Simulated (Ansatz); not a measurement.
Quartz-high SiO₂ (high-temperature phase), treated with r²SCAN-D4 (PAW; Ansatz, a program for electronic structure).

Settings: plane-wave cutoff 560 eV, 12×12×6 k mesh (along the axes of the cell as run), Fermi–Dirac smearing 0.01 eV, scalar-relativistic PAW data made under PBE.

The cell is scaled about its equilibrium volume:

Shape and atoms are relaxed at each volume.

```
V (Å³/atom)  P (GPa)  direct gap at Γ (eV)  smallest gap on the k mesh (eV)  c (Å)
-----------  -------  --------------------  -------------------------------  -----
13.068          5.97                 6.582                            6.434  5.496
13.340          2.88                 6.546                            6.380  5.516
13.612          0.00                 6.495                            6.311  5.539
13.884         -2.70                 6.429                            6.229  5.568
14.157         -5.27                 6.351                            6.137  5.595
```

The fundamental gap (6.30 eV at the equilibrium volume, with added k points) lies elsewhere than Γ–Γ.

Note: symmetry holds this phase in the static calculation, where it need not be a minimum; held by symmetry at 0 K, a high-temperature phase can be a saddle point; the bulk modulus comes from volumes at which shape and atoms were relaxed.
